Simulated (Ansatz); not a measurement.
**MgSe, response to strain**

The parent structure is MgSe in the rock salt structure (space group Fm-3m, No. 225; a = 5.450 Å).

Strains are applied to the cell and any free atomic positions relax.

Level of theory: PBEsol, PAW, 420 eV (Ansatz, an electronic-structure program; no spin-orbit coupling).

```json
[
 {"change": "base", "volume per atom": "20.23 Å³", "pressure": "0.00 GPa", "electron mass": "0.49 mₑ along k, 0.23 mₑ across (at X)", "smallest direct gap": "2.50 eV", "width of the top valence band": "2.57 eV"},
 {"change": "isotropic strain −3.00 %", "volume per atom": "18.46 Å³", "pressure": "7.14 GPa", "electron mass": "0.50 mₑ along k, 0.24 mₑ across (at X)", "smallest direct gap": "[?]", "width of the top valence band": "2.86 eV"},
 {"change": "isotropic strain −2.50 %", "volume per atom": "18.75 Å³", "pressure": "5.75 GPa", "electron mass": "0.50 mₑ along k, 0.24 mₑ across (at X)", "smallest direct gap": "3.04 eV", "width of the top valence band": "[?]"},
 {"change": "isotropic strain −2.00 %", "volume per atom": "19.04 Å³", "pressure": "4.45 GPa", "electron mass": "0.50 mₑ along k, 0.24 mₑ across (at X)", "smallest direct gap": "2.92 eV", "width of the top valence band": "2.76 eV"},
 {"change": "isotropic strain −1.00 %", "volume per atom": "19.63 Å³", "pressure": "2.08 GPa", "electron mass": "0.49 mₑ along k, 0.24 mₑ across (at X)", "smallest direct gap": "2.71 eV", "width of the top valence band": "2.66 eV"},
 {"change": "isotropic strain −0.50 %", "volume per atom": "19.93 Å³", "pressure": "1.01 GPa", "electron mass": "0.49 mₑ along k, 0.23 mₑ across (at X)", "smallest direct gap": "2.61 eV", "width of the top valence band": "2.62 eV"},
 {"change": "isotropic strain +0.50 %", "volume per atom": "20.53 Å³", "pressure": "-0.94 GPa", "electron mass": "0.48 mₑ along k, 0.23 mₑ across (at X)", "smallest direct gap": "2.41 eV", "width of the top valence band": "2.53 eV"},
 {"change": "isotropic strain +1.50 %", "volume per atom": "21.15 Å³", "pressure": "[?]", "electron mass": "0.48 mₑ along k, 0.23 mₑ across (at X)", "smallest direct gap": "2.22 eV", "width of the top valence band": "2.44 eV"},
 {"change": "isotropic strain +2.50 %", "volume per atom": "21.79 Å³", "pressure": "-4.12 GPa", "electron mass": "0.47 mₑ along k, 0.23 mₑ across (at X)", "smallest direct gap": "2.04 eV", "width of the top valence band": "2.36 eV"},
 {"change": "isotropic strain +3.00 %", "volume per atom": "22.11 Å³", "pressure": "[?]", "electron mass": "0.47 mₑ along k, 0.23 mₑ across (at X)", "smallest direct gap": "1.96 eV", "width of the top valence band": "2.32 eV"}
]
```

Question: Complete the table.

Answer: 
- isotropic strain −3.00 %, smallest direct gap: 3.15 eV
- isotropic strain −2.50 %, width of the top valence band: 2.81 eV
- isotropic strain +1.50 %, pressure: -2.64 GPa
- isotropic strain +3.00 %, pressure: -4.78 GPa

Masses are band curvatures over ±0.01 Å⁻¹ around the edge. Along k means along the line from Γ to the band edge. Semilocal Kohn–Sham gaps tend to fall short of experiment. Whether these cells are dynamically stable was not tested.
